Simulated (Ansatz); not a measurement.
For Mg (model structure, Pm-3n, No. 223, 8 atoms in the cell), PBEsol in Ansatz (PAW) gives:

| Property | Value |
|---|---|
| equilibrium lattice constant a | 5.689 Å |
| bulk modulus | 35.4 GPa |
| cohesive energy | 1.67 eV/atom |

Q: What does r²SCAN (plane waves, PAW; Ansatz, a quantum-chemistry and plane-wave program) give for the same quantities?

A: 
- lattice constant a: 5.692 Å (goes up by 0.1 %)
- bulk modulus: 37.6 GPa (goes up by 6.2 %)
- cohesive energy: 1.66 eV/atom (is nearly the same)

Changes are worked out from the printed values.

Unless a cell is named, each level is at its own relaxed cell (PBEsol 23.01, r²SCAN 23.05 Å³/atom).

Caveats: the bulk modulus is −V dP/dV from two relaxed cells at ±2 % in volume (PBEsol, r²SCAN). Ansatz's density-functional and Hartree–Fock values are scalar-relativistic unless marked +SOC, with PAW data made under PBE.

A model structure was made by putting elements into a prototype or built by hand; it is no filed structure, need not be a known phase, and can be a saddle point held by its symmetry.
